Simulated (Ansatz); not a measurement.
The parent structure is Ga2O3 in the corundum structure (space group R-3c, No. 167).

```yaml
crystal:
  lattice:
    - [2.49227, 1.43891, 4.48034]
    - [-2.49227, 1.43891, 4.48034]
    - [0.00000, -2.87783, 4.48034]
  atoms:
    - { symbol: Ga, position: [0.35541, 0.35541, 0.35541] }
    - { symbol: Ga, position: [0.14459, 0.14459, 0.14459] }
    - { symbol: Ga, position: [0.64459, 0.64459, 0.64459] }
    - { symbol: Ga, position: [0.85541, 0.85541, 0.85541] }
    - { symbol: O, position: [0.55361, 0.94639, 0.25000] }
    - { symbol: O, position: [0.25000, 0.55361, 0.94639] }
    - { symbol: O, position: [0.94639, 0.25000, 0.55361] }
    - { symbol: O, position: [0.44639, 0.05361, 0.75000] }
    - { symbol: O, position: [0.75000, 0.44639, 0.05361] }
    - { symbol: O, position: [0.05361, 0.75000, 0.44639] }
```

Computed with DFT with r2SCAN, PAW potentials and a 500 eV plane-wave cutoff in Ansatz (a quantum-chemistry and plane-wave program), no SOC, earlier PAW set.

Before the change:

```
Quantity                 Result
-------------------  ----------
Smallest direct gap     3.82 eV
Density              6.46 g/cm³
```

Now apply this change: cell and atoms relaxed at a pressure of 30 GPa.

Problem. What happens to the smallest direct gap and density?

Solution. The smallest direct gap rises by 1.22 eV (3.82 eV → 5.04 eV); the density increases by 0.70 g/cm³ to 7.16 g/cm³.

Load acts through the strain it causes; cell and atoms are relaxed under it. No phonon test of stability was made. Competing high-pressure phases were not computed.
